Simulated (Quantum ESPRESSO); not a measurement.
Worked example: self-consistent single point of Cu (I4/mmm, 1 atom in the cell) in Quantum ESPRESSO.

Level of theory: LDA (PZ), PSlibrary ultrasoft (LDA) pseudopotentials (plane waves; Quantum ESPRESSO).

The change in words: lattice scaled by 0.98. Reference geometry:
```xyz
1
Lattice="1.4551 -1.4551 1.3663 1.4551 1.4551 1.3663 -1.4551 -1.4551 1.3663" Properties=species:S:1:pos:R:3 pbc="T T T"
Cu     0.0000     0.0000     0.0000
```

Reference input (self-consistent single point, DFT, LDA (PZ), plane waves, PSlibrary ultrasoft (LDA) pseudopotentials): ecutwfc = 55 Ry; ecutrho = 330 Ry; occupations = smearing; smearing = gaussian; degauss = 0.0073499 Ry; potentials = {Cu: Cu.pz-dn-rrkjus_psl.1.0.0.UPF}; K_POINTS = automatic 10 10 10 0 0 0; conv_thr = 1e-11 Ry. This run's input differs from it in these lines:

```diff
@@ -10,4 +10,4 @@
    ibrav = 7,
-   A = 2.91016400,
-   C = 2.73264400,
+   A = 2.85196000,
+   C = 2.67799200,
    nat = 1,
```

Output (repeated stretches shortened):

```
     Self-consistent Calculation

     iteration #  1     ecut=    55.00 Ry     beta= 0.70

     Threshold (ethr) on eigenvalues was too large:
     Diagonalizing with lowered threshold

     total energy              =    -122.29960270 Ry
     estimated scf accuracy    <       0.08096685 Ry

     iteration #  2     ecut=    55.00 Ry     beta= 0.70

     total energy              =    -122.30368541 Ry
     estimated scf accuracy    <       0.27531947 Ry

     iteration #  3     ecut=    55.00 Ry     beta= 0.70

     total energy              =    -122.34754682 Ry
     estimated scf accuracy    <       0.00008647 Ry

   [... 3 blocks of this kind left out ...]

     iteration #  7     ecut=    55.00 Ry     beta= 0.70

     total energy              =    -122.34760670 Ry
     estimated scf accuracy    <          1.8E-10 Ry

     iteration #  8     ecut=    55.00 Ry     beta= 0.70
     End of self-consistent calculation

     Number of k-points >= 100: set verbosity='high' to print the bands.

     the Fermi energy is    13.7222 ev

!    total energy              =    -122.34760670 Ry
     estimated scf accuracy    <          1.2E-13 Ry
     smearing contrib. (-TS)   =      -0.00032551 Ry
     internal energy E=F+TS    =    -122.34728119 Ry

     convergence has been achieved in   8 iterations

     Forces acting on atoms (cartesian axes, Ry/au):

     atom    1 type  1   force =     0.00000000    0.00000000    0.00000000

     Total force =     0.000000     Total SCF correction =     0.000000

          total   stress  (Ry/bohr**3)                   (kbar)     P=       -2.74
   0.00000523   0.00000000   0.00000000            0.77        0.00        0.00
  -0.00000000   0.00000523   0.00000000           -0.00        0.77        0.00
  -0.00000000   0.00000000  -0.00006625           -0.00        0.00       -9.75

   JOB DONE.
```

The run converged in 8 iterations. Against the reference run the free energy drops by 20.8 meV/atom and the pressure goes from -10.11 to -0.27 GPa. The full log also holds: “c_bands:  1 eigenvalues not converged”.

The starting cell comes from a database of computed structures (which also holds hypothetical and non-ambient phases and stackings), without a prior relaxation at this level. Its lattice was rescaled by up to half a per cent. For this run, on top of that: lattice scaled by 0.98. Spin polarisation is off.
